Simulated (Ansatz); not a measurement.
The parent structure is HfSi2 (space group Cmcm, No. 63; a = 3.6503 Å, b = 14.3497 Å, c = 3.6352 Å). Axes: x, y, z lie along a, b, c of the conventional cell.

Method: Kohn–Sham DFT with the PBEsol functional, run in Ansatz (a quantum-chemistry and plane-wave program) with PAW and 420 eV plane waves, no spin-orbit coupling.

It is then changed as follows: every lattice vector is shortened by 1.21 %, atoms relaxed at fixed cell.

Q: Predict the stress tensor and what it implies for the stiffness.

A: Stress of the strained cell less that of the base (GPa, compression positive):
```
    5.8     0.0     0.0
    0.0     4.6     0.0
    0.0     0.0     6.3
```

Then B = −ΔP/(ΔV/V₀) with ΔV/V₀ = -0.0359 gives secant stiffness values (nonlinear terms included at this strain): B (at held cell shape, above the free-shape value) ≈ 156 GPa.

As a check, the harmonic strain energy −½ V₀ Δσ:ε is 10 meV/atom; the computed energy rise is 9.6 meV/atom.

Stability against distortions was not tested. All final runs are without spin polarisation.
